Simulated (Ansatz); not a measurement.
## CsPbCl3: pressure series

Consider CsPbCl3 (space group Amm2, No. 38; a = 5.7540 Å, b = 11.1298 Å, c = 11.1300 Å; a cell from a computed database, its experimental status unchecked).

Cell and atoms are relaxed at each pressure.

Level of theory: DFT with r2SCAN, PAW potentials and a 500 eV plane-wave cutoff in Ansatz (an electronic-structure program), no spin-orbit coupling, earlier PAW set.

Candidates:
(a) pressure 3 GPa
(b) pressure 7 GPa
(c) pressure 75 GPa

Base values:

- Band gap = 2.67 eV

Problem. Order them by band gap, highest first.

Solution. (a) pressure 3 GPa (2.36 eV), (b) pressure 7 GPa (2.33 eV), (c) pressure 75 GPa (0.59 eV)

Spin-orbit coupling, missing from the scalar runs, can matter with Pb. Load acts through the strain it causes; cell and atoms are relaxed under it. Stability against distortions was not tested. No other phases were tried under pressure. This is not the structure that CsPbCl3 has at room temperature and ambient pressure.
